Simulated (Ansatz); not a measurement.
Rock-salt NdN was calculated with r²SCAN (Ansatz, an electronic-structure program, plane waves, PAW).

Numerical settings: plane-wave cutoff 560 eV, 18×18×18 k mesh, Fermi–Dirac smearing 0.05 eV, spin-polarised with parallel moments, scalar-relativistic PAW data made under PBE.

Equation-of-state points:

| V (Å³/atom) | E − E_lowest (meV/atom) | P (GPa) |
|---|---|---|
| 15.685 | 28.91 | 9.71 |
| 16.019 | 12.44 | 6.16 |
| 16.352 | 3.02 | 2.94 |
| 16.686 | 0.00 | 0.01 |
| 17.020 | 2.77 | -2.63 |
| 17.353 | 10.79 | -5.03 |
| 17.687 | 23.55 | -7.19 |

**Question.** Estimate the bulk modulus from the pressures at 16.352 and 17.020 Å³/atom, and compare it with a fit to all energies.

**Answer.** B = −V dP/dV. Between V = 16.352 and 17.020 Å³/atom, dP/dV = (-2.63 − (2.94))/(17.020 − 16.352) = -8.34 GPa per Å³/atom; at the midpoint 16.686 Å³/atom this gives B ≈ 139 GPa. The third-order Birch–Murnaghan fit gives V0 = 16.688 Å³/atom, B0 = 139 GPa, B′ = 4.0, which lies within 1 % of that estimate.

Note: the magnetic order was assumed, not searched for or taken from measurement; the 4f shell is treated without U or exact exchange, so its levels and filling can be wrong.

Spin–orbit coupling is not included; it can open a gap where bands touch, and shift volumes and moduli.

Computed values are for the static lattice.

The result took around 12 core-minutes (rough).
